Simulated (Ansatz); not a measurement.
Given:

```
CELL_PARAMETERS angstrom
     -1.88489     1.88489     4.80449
      1.88489    -1.88489     4.80449
      1.88489     1.88489    -4.80449
ATOMIC_POSITIONS crystal
  Ti 0.75000 0.25000 0.50000
  Ti 0.00000 0.00000 0.00000
  O  0.54321 0.04321 0.50000
  O  0.79321 0.79321 0.00000
  O  0.20679 0.20679 0.00000
  O  0.95679 0.45679 0.50000
```

No spin polarisation.

Level of theory: PBEsol (Ansatz, an electronic-structure program, PAW, no SOC). k-mesh 12×12×12 (Γ-centred); smearing 0.05 eV (Fermi–Dirac).

### Question
Predict the stress and space group.

### Answer
The stress (xx, yy, zz, yz, xz, xy; compression positive) is (-0.89, -0.89, -1.14, 0.00, 0.00, 0.00) GPa and the space group comes out as I4_1/amd (No. 141).

The cells carry an imposed strain or load. Stability against distortions was not tested. The final runs are not spin-polarised. The cell was made from TiO₂ in the anatase structure (space group I4_1/amd, No. 141) by this change: uniaxial strain ε_zz = +0.60 %.
